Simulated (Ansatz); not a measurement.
C axis length of BaScO2F (P4/mmm, No. 123, 5 atoms in the cell; start mp-1227813) at several levels of theory

No measured value is used here.

| level (code) | value (Å) |
|---|---|
| LDA (Ansatz) | 4.078 |
| PBEsol (Ansatz) | 4.128 |
| r²SCAN (Ansatz) | 4.161 |

Cutoffs differ between the levels. Ansatz's density-functional and Hartree–Fock values are scalar-relativistic unless marked +SOC, with PAW data made under PBE.

A start named mp-… is a Materials Project structure, which need not be a measured phase.

Ansatz is a first-principles code.
